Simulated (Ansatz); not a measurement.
## Response to strain in GaN

Consider GaN in the wurtzite structure (space group P6_3mc, No. 186; a = 3.183 Å, c = 5.184 Å). Axes: x lies along a and z along c of the hexagonal cell.

Strains are applied to the cell and any free atomic positions relax; under biaxial strain the out-of-plane vector relaxes too.

The values are results of Ansatz (a quantum-chemistry and plane-wave program) r2SCAN, no spin-orbit coupling, not measurements.

Candidates:
(a) biaxial strain +4.69 %, plane normal [001], relaxed out of plane
(b) isotropic strain +2.32 %
(c) tensor shear ε_xz = −0.31 %

For the base:

- Band gap: 2.35 eV

Question: Order them by band gap, lowest first.

Answer: (a) biaxial strain +4.69 %, plane normal [001], relaxed out of plane (1.72 eV), (b) isotropic strain +2.32 % (1.87 eV), (c) tensor shear ε_xz = −0.31 % (2.34 eV)

Semilocal Kohn–Sham gaps tend to fall short of experiment. Stability against distortions was not tested.
